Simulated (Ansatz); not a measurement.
Input and output of a self-consistent single point for AgPt₂ (Fd-3m, 6 atoms in the cell) (Ansatz, an electronic-structure program).

Level of theory: LDA (PW92), default PAW files made with PBE (plane waves; Ansatz).

```xyz
6
Lattice="0.0000 3.6847 3.6847 3.6847 0.0000 3.6847 3.6847 3.6847 0.0000" Properties=species:S:1:pos:R:3 pbc="T T T"
Pt     0.9212     0.9212     0.9212
Pt     0.9212     2.7635     2.7635
Pt     2.7635     0.9212     2.7635
Pt     2.7635     2.7635     0.9212
Ag     5.5270     5.5270     5.5270
Ag     3.6847     3.6847     3.6847
```

Reference input (self-consistent single point, DFT, LDA (PW92), plane waves, default PAW files made with PBE): kpoints.mp_grid.grid = 5 5 5; hamiltonian.xc = lda; hamiltonian.pseudopotentials = {kind: paw} (the program's default PAW files); scf.occupations.method = cold; scf.occupations.width = 0.272 eV. This run's input differs from it in these lines:

Ansatz 0.2 input:
```diff
@@ -14,3 +14,3 @@
 kpoints:
-  mp_grid: { grid: [5, 5, 5] }
+  mp_grid: { grid: [4, 4, 4] }
 hamiltonian:
@@ -19,3 +19,3 @@
 scf:
-  occupations: { method: cold, width: 0.272 eV }
+  occupations: { method: cold, width: 0.1 eV }
 output:
```

Output (repeated stretches shortened):

```
SCF iter   1: F=—  HF=-63895.215783 eV  |F-HF|=—  |Δ(HF+E_count)|=         —  Δρ=1.14e-2  dr2=8.98e-2  ethr=1.77e-3  ⟨swp⟩=5.2  Hψ=1713  notcnv=0  defer=13
all-band conjugate gradients solve this SCF's bands
preconditioner: auto → Kerker (q_TF=auto, 2.772 Å⁻¹)
SCF iter   2: F=—  HF=-63895.197108 eV  |F-HF|=—  |Δ(HF+E_count)|=   1.87e-2  S|Δr|=    0.00e0  Δρ=5.31e-3  dr2=2.10e-2  ethr=8.17e-5  ⟨swp⟩=2.0  Hψ=689  notcnv=0  defer=16
   [... lines left out ...]
SCF iter   5: F=—  HF=-63895.190493 eV  |F-HF|=—  |Δ(HF+E_count)|=   8.40e-5  S|Δr|=    0.00e0  Δρ=8.22e-5  dr2=1.43e-5  ethr=2.40e-7  ⟨swp⟩=2.0  Hψ=688  notcnv=0  defer=16
SCF iter   6: F=—  HF=-63895.190496 eV  |F-HF|=—  |Δ(HF+E_count)|=   2.95e-6  S|Δr|=    0.00e0  Δρ=1.84e-5  dr2=3.88e-7  ethr=1.30e-8  ⟨swp⟩=2.1  Hψ=690  notcnv=0  defer=16
SCF iter   7: F=-63895.190496 eV  HF=-63895.190496 eV  |F-HF|=1.03e-8  |Δ(HF+E_count)|=   9.55e-8  S|Δr|=    0.00e0  Δρ=4.42e-6  dr2=2.00e-8  ethr=9.09e-11  ⟨swp⟩=8.8  Hψ=2103  notcnv=0
SCF 1 converged in 7 iterations: F = -63895.190496 eV  dr2 = 2.00e-8
Stability not checked (fill_not_monotonic)
Free energy (F): -63895.190496 eV
Internal energy: -63895.167439 eV  (E = F + TS)
E sigma→0 (E₀):  -63895.182810 eV
Entropy (-TS):   -0.023057 eV (-3.843 meV/atom)
Fermi energy:    19.008472 eV
--- Forces (eV/Å), atoms counted from 1 ---
  atom   1  Pt     0.00000000    -0.00000000    -0.00000000
   [... zero for the other atoms too ...]
--- Stress (GPa, compression-positive) ---
       -3.859185      -0.000000       0.000000
       -0.000000      -3.859185       0.000000
       -0.000000       0.000000      -3.859185
  P = ⅓ Tr σ = -3.8592 GPa (-38.592 kbar)
  The stress holds the Pulay correction. Without it, at fixed plane waves, as pw.x and ABINIT print it: P = -3.8981 GPa
```

The run converged in 7 iterations. Against the reference run the free energy goes up by 38.9 meV/atom and the pressure goes from -4.21 to -3.86 GPa.

The starting cell was generated: these elements placed on a structure prototype, without a prior relaxation; it need not be a known phase or ordering of this composition. Its lattice was rescaled by a random factor within 2.5 % of one. Spin polarisation is off. With a pressure of about -4 GPa the cell is away from its equilibrium volume at this level. Ansatz's pressure includes its estimate of the finite-basis (Pulay) stress.
